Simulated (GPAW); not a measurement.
Input and output of a self-consistent single point for MoSi2 (I4/mmm, 3 atoms in the cell) (GPAW).

Method: LDA (Perdew-Wang 92), GPAW PAW datasets LDA (gpaw-data 1.0.1), then spin-orbit coupling non-self-consistently (plane waves; GPAW).

```xyz
3
Lattice="-1.5697 1.5697 3.8386 1.5697 -1.5697 3.8386 1.5697 1.5697 -3.8386" Properties=species:S:1:pos:R:3 pbc="T T T"
Si     0.0000     0.0000     5.1054
Si     0.0000     0.0000     2.5719
Mo     0.0000     0.0000     0.0000
```

Reference input (self-consistent single point, DFT PBE, plane waves, GPAW PAW datasets PBE (gpaw-data 1.0.1)): mode = pw; ecut = 550 eV; xc = PBE; kpts = 11 11 11; mesh shift (steps) = 0 0 0; occupations.name = fermi-dirac; occupations.width = 0.1 eV; nbands = -11; convergence.forces = 0.001 eV/Å; symmetry.symmorphic = false; symmetry.tolerance = 0.0005; maxiter = 100. This run's input differs from it in these lines:

```diff
@@ -2,2 +2,3 @@
 from ase.units import GPa
+from gpaw.spinorbit import soc_eigenstates
 from gpaw import GPAW, PW, FermiDirac
@@ -14,7 +15,7 @@
 calc = GPAW(mode=PW(550),
-            xc='PBE',
+            xc='LDA',
             kpts=(11, 11, 11),
             occupations=FermiDirac(0.1),
-            nbands=-11,
-            convergence={'forces': 0.001},
+            nbands=-18,
+            convergence={'forces': 0.001, 'bands': -2},
             symmetry={'symmorphic': False, 'tolerance': 0.0005},
@@ -32 +33,7 @@
 
+soc = soc_eigenstates(calc, n2=-2)
+eig_soc = soc.eigenvalues()
+ne = calc.get_number_of_electrons()
+print('Fermi level with spin-orbit (eV):', round(soc.fermi_level, 4))
+print('Lowest level ne + 1 less highest level ne (eV):', round(eig_soc[:, round(ne)].min() - eig_soc[:, round(ne) - 1].max(), 4))
+
```

Its files differ too (potentials: then spin-orbit coupling non-self-consistently).

Output, abridged:

```
     iter     time        total  log10-change:
                         energy   eigst   dens  force
iter:   1 --:--:--   -27.135946   +2.53
iter:   2 --:--:--   -26.851279   +1.15  -1.12
iter:   3 --:--:--   -26.199559   +0.26  -1.16
iter:   4 --:--:--   -26.145500   -0.42  -1.31
iter:   5 --:--:--   -26.118761   -0.95  -1.42
iter:   6 --:--:--   -26.107543   -1.33  -2.04
iter:   7 --:--:--   -26.103778   -1.95  -2.48
iter:   8 --:--:--   -26.102418c  -2.56  -2.70
iter:   9 --:--:--   -26.102082c  -2.91  -2.85
iter:  10 --:--:--   -26.102082c  -3.17  -3.73
iter:  11 --:--:--   -26.102078c  -3.76  -3.75
iter:  12 --:--:--   -26.102075c  -4.05  -3.83
iter:  13 --:--:--   -26.102075c  -4.76  -3.91
iter:  14 --:--:--   -26.102074c  -5.28  -3.92
iter:  15 --:--:--   -26.102074c  -5.61  -3.98
iter:  16 --:--:--   -26.102074c  -6.00  -4.15c
iter:  17 --:--:--   -26.102074c  -6.26  -4.44c
iter:  18 --:--:--   -26.102074c  -6.73  -4.53c
iter:  19 --:--:--   -26.102074c  -7.12  -4.78c
iter:  20 --:--:--   -26.102074c  -7.47c -4.93c
iter:  21 --:--:--   -26.102074c  -7.81c -4.95c -4.17c
Converged after 21 iterations.

Dipole moment: (0.000000, -0.000000, 0.000000) |e|*Ang

Energy contributions relative to reference atoms: (reference = -125737.239404)

Kinetic:        +14.560001
Potential:      -12.117468
External:        +0.000000
XC:             -28.256201
Entropy (-ST):   -0.009752
Local:           -0.283531
SIC:             +0.000000
--------------------------
Free energy:    -26.106950
Extrapolated:   -26.102074

Showing only first 2 kpts
 Kpt  Band  Eigenvalues  Occupancy
  0     9     10.02469    2.00000
  0    10     13.19209    0.02723
  0    11     15.85491    0.00000
  0    12     16.29110    0.00000

  1     9     10.96845    2.00000
  1    10     12.22414    1.99098
  1    11     15.61941    0.00000
  1    12     16.30821    0.00000

Fermi level: 12.76382

No gap
   [... lines left out ...]

Forces in eV/Ang:
  0 Si    0.00000    0.00000    0.06930
  1 Si    0.00000    0.00000   -0.06930
  2 Mo    0.00000    0.00000    0.00000

Stress tensor:
    -0.052835    -0.000000    -0.000000
    -0.000000    -0.052835     0.000000
    -0.000000     0.000000    -0.065856
Stress (GPa, Voigt): [ -8.4651  -8.4651 -10.5513   0.      -0.      -0.    ]
Fermi level with spin-orbit (eV): 12.7657
Lowest level ne + 1 less highest level ne (eV): -0.9091
```

The run converged in 21 iterations. 

The starting cell has typed, rounded lattice constants, without a prior relaxation at this level. Its lattice was rescaled by a random factor within 2.5 % of one.

Cost on one core of a shared machine: roughly 90 s.
